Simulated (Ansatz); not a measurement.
Name crystals whose resistivity at 300 K lies between 7.8 and 12.2 μΩ·cm and whose mean free path at 300 K lies between 9.6 and 15 nm, by PBEsol, DFPT electron-phonon coupling, linearised Boltzmann equation (Ansatz, an electronic-structure program).

Many crystals can fit; among those computed here:
- LuPd (Pm-3m): 8.3 μΩ·cm, 10.6 nm
- LuH2 (Fm-3m): 11.7 μΩ·cm, 11.9 nm
- NbZn3 (Pm-3m): 10.9 μΩ·cm, 14.3 nm
- TaNi₃ (I4/mmm): 9.9 μΩ·cm, 14.6 nm
- NiSi2 (Fm-3m): 11.2 μΩ·cm, 13.5 nm

Metals; harmonic phonons alone scatter; means over directions. The mean free path is weighted by the current that each state carries. Halving the electron mesh moves these values by up to 4 %; q meshes are mostly untested. Some of the runs warned that the eigensolver left states short of its tolerance. Spin-orbit coupling is left out.

Formula and space group known from diffraction (Crystallography Open Database), not checked to be the room-temperature form: LuH2 (Fm-3m), LuPd (Pm-3m), NbZn3 (Pm-3m), TaNi3 (I4/mmm). Treated as nonmagnetic (a ferromagnetic start lost its moment, other orders weren't tried): NiSi2 (Fm-3m), TaNi3 (I4/mmm). The missing spin-orbit coupling matters most for LuH2 (Fm-3m), LuPd (Pm-3m), TaNi3 (I4/mmm).
